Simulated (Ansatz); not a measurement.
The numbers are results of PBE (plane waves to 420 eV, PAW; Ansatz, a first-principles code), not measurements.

Plane-averaged electrostatic potential energy along the normal, in eV from the Fermi level, for Co on a Ta site (middle of the slab) in a 3x3 cell of the 1x1 (110) surface of bcc Ta:

(z (Å), V (eV)): (5.59, 4.74); (5.89, 4.74); (6.18, 4.73); (6.48, 4.72); (6.77, 4.69); (7.07, 4.63); (7.36, 4.51); (7.66, 4.29); (7.95, 3.84); (8.24, 2.99); (8.54, 1.38); (8.83, -1.75); (9.13, -7.24); (9.42, -14.08); (9.72, -19.13); (10.01, -18.35); (10.31, -12.40); (10.60, -5.91); (10.89, -2.35); (11.19, -3.90); (11.48, -9.48); (11.78, -16.04); (12.07, -18.76); (12.37, -15.23); (12.66, -8.43); (12.96, -2.99); (13.25, -1.42); (13.54, -4.53); (13.84, -10.77); (14.13, -17.27); (14.43, -19.29); (14.72, -15.04); (15.02, -8.22); (15.31, -3.23); (15.61, -2.67); (15.90, -6.96); (16.19, -13.70); (16.49, -18.99); (16.78, -18.53); (17.08, -12.77); (17.37, -6.05); (17.67, -0.96); (17.96, 1.77); (18.26, 3.21); (18.55, 3.97); (18.84, 4.36); (19.14, 4.56); (19.43, 4.66); (19.73, 4.71); (20.02, 4.74); (20.32, 4.75); (20.61, 4.76); (20.91, 4.76)

Set-up: 36 atoms, 6.8 Å thick at the start (thin: gaps and levels are the slab's own); mesh 4x4x1; 0.1 eV smearing; dipole correction on; 9 atoms held, the rest relaxed; start symmetry kept, larger cells not searched; spin-polarised, no spin-orbit, no U.

The vacuum level lies 4.76 eV above the Fermi level over the top face and 4.74 eV above it under the bottom face.
